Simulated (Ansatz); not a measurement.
For CsCl-type AgCd, LDA in Ansatz (PAW) gives:

| Item | Value |
|---|---|
| equilibrium lattice constant a | 3.263 Å |
| formation enthalpy | -0.083 eV/atom |

**Question.** What does r²SCAN (plane waves, PAW; Ansatz, a first-principles code) give for the same quantities?

**Answer.** 
- lattice constant a: 3.345 Å (increases by 2.5 %)
- formation enthalpy: -0.064 eV/atom (moves by +0.019 eV/atom)

For comparison: lattice constant a 3.33 Å (measured, temperature not stated, copied from a table, unchecked, no zero-point or thermal correction; as tabulated in Crystal Structures 1, 85 (1963)).

Changes are worked out from the printed values.

Unless a cell is named, each level is at its own relaxed cell (LDA 17.38, r²SCAN 18.71 Å³/atom).

Ansatz's density-functional and Hartree–Fock values are scalar-relativistic unless marked +SOC, with PAW data made under PBE.
